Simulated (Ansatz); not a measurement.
# Carrier doping in GaAs

The reference is GaAs in the zinc blende structure (space group F-43m, No. 216; a = 5.659 Å).

Carriers are added at fixed cell with a uniform background; the Fermi–Dirac width is that of 300 K.

Level of theory: Ansatz (an electronic-structure program), PBEsol, PAW, cutoff 420 eV, no spin-orbit coupling.

Candidates:
(a) holes 5.0×10^20 cm⁻³
(b) electrons 3.0×10^21 cm⁻³
(c) holes 3.0×10^21 cm⁻³
(d) electrons 5.0×10^20 cm⁻³

Notes on the quantities. Fermi level from band edge: Fermi level relative to the doped band's edge (positive inside the band; to 0.05 eV).

Question: Order them by Fermi level from band edge, highest first.

Answer: (b) electrons 3.0×10^21 cm⁻³ (+1.10 eV), (d) electrons 5.0×10^20 cm⁻³ (+0.75 eV), (c) holes 3.0×10^21 cm⁻³ (+0.55 eV), (a) holes 5.0×10^20 cm⁻³ (+0.20 eV)

Carriers are added with a uniform compensating background; total energy and stress of such cells depend on the potential's zero and are not compared; many-body gap narrowing is missing at this level. Stability against distortions was not tested.
